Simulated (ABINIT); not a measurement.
Band structure of Nb (Im-3m, 1 atom in the cell).

```
CELL_PARAMETERS angstrom
     -1.65649     1.65649     1.65649
      1.65649    -1.65649     1.65649
      1.65649     1.65649    -1.65649
ATOMIC_POSITIONS crystal
  Nb 0.00000 0.00000 0.00000
```

Method: PBE, norm-conserving pseudopotentials (PseudoDojo nc-sr-05 PBE standard) (plane waves; ABINIT).

Settings: pseudos = [Nb.upf]; ecut = 41 Ha; occopt = 3; tsmear = 0.00183747 Ha; ngkpt = 9 9 9; nshiftk = 1; shiftk = 0 0 0; potentials = PseudoDojo nc-sr-05 PBE standard; kptopt = 1; nstep = 50; tolvrs1 = 1e-11; ndtset = 2; getden2 = 1.

The starting cell comes from a database of computed structures (which also holds hypothetical and non-ambient phases and stackings), without a prior relaxation at this level. Its lattice was rescaled by a random factor within 2.5 % of one. Spin polarisation is off.

Levels in eV from the Fermi level, bands 3 to 10:
```
point       3       4      5      6      7     8     9    10
-----  ------  ------  -----  -----  -----  ----  ----  ----
Γ      -29.70  -29.70  -5.90   0.36   0.36  0.36  3.24  3.24
H      -30.60  -30.60  -3.68  -3.68   5.54  5.54  5.54  9.01
N      -30.11  -29.71  -3.68  -1.64   2.24  3.27  3.94  6.30
P      -30.37  -30.37  -1.09  -1.09  -1.09  4.07  4.07  9.38
```

Bands cross the Fermi level along this path, so the cell is metallic at this level.
